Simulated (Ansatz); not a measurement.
```xyz
2
Lattice="0.0000 2.8919 3.0802 2.8919 0.0000 3.0802 2.8919 2.8919 0.0000" Properties=species:S:1:pos:R:3 pbc="T T T"
P      4.3379     4.3379     4.6202
In     0.0000     0.0000     0.0000
```

No spin polarisation.

Level of theory: DFT with PBEsol, PAW potentials and a 420 eV plane-wave cutoff in Ansatz (a program for electronic structure), spin-orbit coupling left out, earlier PAW set. Γ-centred 10×10×10 mesh, Fermi–Dirac width 0.05 eV.

Predict the band gap and electron mass.

The band gap is 0.36 eV and the electron mass comes out as 0.050 mₑ along z, 0.031 mₑ across (at Γ).

Load acts through the strain it causes; cell and atoms are relaxed under it. Masses are band curvatures over ±0.01 Å⁻¹ around the edge. Stability under load was not tested beyond the relaxation. The cell was made from InP in the zinc blende structure (space group F-43m, No. 216) by this change: uniaxial stress, 3 GPa tension along z.
